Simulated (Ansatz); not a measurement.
Base system: AlN in the wurtzite structure (space group P6_3mc, No. 186).

```yaml
crystal:
  lattice:
    - [3.11381, 0.00000, 0.00000]
    - [-1.55691, 2.69664, 0.00000]
    - [0.00000, 0.00000, 4.98335]
  atoms:
    - { symbol: Al, position: [0.33333, 0.66667, 0.00000] }
    - { symbol: Al, position: [0.66667, 0.33333, 0.50000] }
    - { symbol: N, position: [0.33333, 0.66667, 0.38200] }
    - { symbol: N, position: [0.66667, 0.33333, 0.88200] }
```

Cartesian axes are those of the cell as printed.

Method: Kohn–Sham DFT with the PBEsol functional, run in Ansatz (a quantum-chemistry and plane-wave program) with PAW and 420 eV plane waves, without spin-orbit coupling.

Strains are applied to the cell and any free atomic positions relax.

One change was made to it. Results:

```
quantity                              base        after
-----------------------------  -----------  -----------
band gap                           4.09 eV      4.03 eV
gap character                  direct at Γ  direct at Γ
width of the top valence band      2.41 eV      2.28 eV
shortest interatomic distance      1.891 Å      1.900 Å
```

Problem. What was done to the base?
A) uniaxial strain ε_zz = +0.60 %
B) uniaxial strain ε_zz = +3.00 %
C) uniaxial strain ε_zz = +1.80 %

Solution. C, uniaxial strain ε_zz = +1.80 %. For comparison, the band gap in the other runs: uniaxial strain ε_zz = +0.60 % gives 4.07 eV; uniaxial strain ε_zz = +3.00 % gives 3.94 eV.

No phonon test of stability was made.
